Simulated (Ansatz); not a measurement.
## Response to strain in VN

Base system: VN in the rock salt structure (space group Fm-3m, No. 225; a = 4.073 Å). Axes: x, y, z lie along the cube axes.

Strains are applied to the cell and any free atomic positions relax; under biaxial strain the out-of-plane vector relaxes too.

Calculations: PBEsol (Ansatz, a program for electronic structure; PAW; 420 eV plane waves; without spin-orbit coupling).

Notes on the quantities. pressure: mean of the normal stresses, compression positive; energy relative to the base: free energy F.

```tsv
case	pressure	energy relative to the base	volume per atom
base	0.0 GPa	0 meV/atom	8.45 Å³
biaxial strain +3.42 %, plane normal [001], relaxed out of plane	?	?	8.89 Å³
biaxial strain +2.84 %, plane normal [110], relaxed out of plane	-10.3 GPa	+24 meV/atom	8.73 Å³
biaxial strain −1.27 %, plane normal [111], relaxed out of plane	4.6 GPa	+4.5 meV/atom	8.34 Å³
biaxial strain +0.30 %, plane normal [111], relaxed out of plane	-1.1 GPa	+0.2 meV/atom	8.47 Å³
biaxial strain +0.48 %, plane normal [111], relaxed out of plane	-1.7 GPa	+0.6 meV/atom	8.49 Å³
uniaxial strain ε_yy = +5.19 %	-13.9 GPa	+39 meV/atom	8.89 Å³
uniaxial strain ε_zz = +1.16 %	-3.8 GPa	+2.3 meV/atom	8.55 Å³
tensor shear ε_xz = −0.79 %	0.0 GPa	+0.9 meV/atom	8.45 Å³
tensor shear ε_xz = −0.66 %	0.0 GPa	+0.6 meV/atom	8.45 Å³
```

### Question
Some entries are withheld; estimate them.

### Answer

- biaxial strain +3.42 %, plane normal [001], relaxed out of plane, pressure: -14.2 GPa
- biaxial strain +3.42 %, plane normal [001], relaxed out of plane, energy relative to the base: +42 meV/atom

A biaxial case was relaxed in a doubled cell and then solved in the primitive one. Without a gap, meshes like the base's 20×20×20 leave anisotropic stresses uncertain by several tenths of a GPa, and small strain energies with them. Stability against distortions was not tested. Seeded moments were not kept for the base. The final runs are not spin-polarised.
